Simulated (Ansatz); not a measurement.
Si (diamond structure), cut as (100) film, 4 layers, dimers on {100} faces where they fit, ended by OH; geometry relaxed with PBE. The in-plane lattice is held at the bulk value. With PBE (Ansatz, a first-principles code) the gap on the k-mesh of the run is 0.83 eV. k-points: Γ-centred 4×4×1 mesh; occupations: Fermi-Dirac, 0.020 eV; spin polarisation not allowed. Spin-orbit coupling is left out.

**Question.** What gap does HSE06 in Ansatz give on the same geometry and mesh?

**Answer.** 1.48 eV, wider by 0.65 eV.
